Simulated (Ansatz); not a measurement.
## SnPt (P6₃/mmc, No. 194)

All values below come from r²SCAN (Ansatz, a quantum-chemistry and plane-wave program, plane waves, PAW).

Run with plane-wave cutoff 560 eV, 18×18×10 k mesh (along the axes of the cell as run), Fermi–Dirac smearing 0.05 eV, scalar-relativistic PAW data made under PBE.

Cell (relaxed at this level):

Space group P6₃/mmc (No. 194); a = 4.1367 Å, b = 4.1367 Å, c = 5.4771 Å, α = 90.00°, β = 90.00°, γ = 120.00°

```tsv
atom	site	symmetry	x	y	z
Sn	2c	-6m2	0.3333	0.6667	0.2500
Pt	2a	-3m.	0.0000	0.0000	0.0000
```

* **band gap**: zero (no gap)
* **bulk modulus**: 144 GPa

Note: the bulk modulus is −V dP/dV from two relaxed cells at ±2 % in volume.

Spin–orbit coupling is not included.

Static lattice: no zero-point or thermal effects.

The result took roughly 7 core-minutes.
